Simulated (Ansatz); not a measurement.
## Rock-salt BeS (model structure)

The numbers are results of HSE06 in Ansatz (PAW), not measurements.

Settings: plane-wave cutoff 500 eV, 10×10×10 k mesh, Fermi–Dirac smearing 0.05 eV, scalar-relativistic PAW data made under PBE.

Cell (relaxed at this level):

```yaml
crystal:
  lattice:
    - [0.00000, 2.30383, 2.30383]
    - [2.30383, 0.00000, 2.30383]
    - [2.30383, 2.30383, 0.00000]
  atoms:
    - { symbol: Be, position: [0.00000, 0.00000, 0.00000] }
    - { symbol: S, position: [0.50000, 0.50000, 0.50000] }
```

For rock-salt BeS (model structure), the band gap is 1.81 eV (on the SCF k mesh).

Note: exact exchange on metals is sensitive to the k mesh and can open a false gap; the relaxation could raise the start's symmetry but not lower it, so the cell can be a saddle point.

The computed numbers hold no vibrational or temperature effects.

A model structure was made by putting elements into a prototype or built by hand; it is no filed structure, need not be a known phase, and can be a saddle point held by its symmetry.

Ansatz is an electronic-structure program.
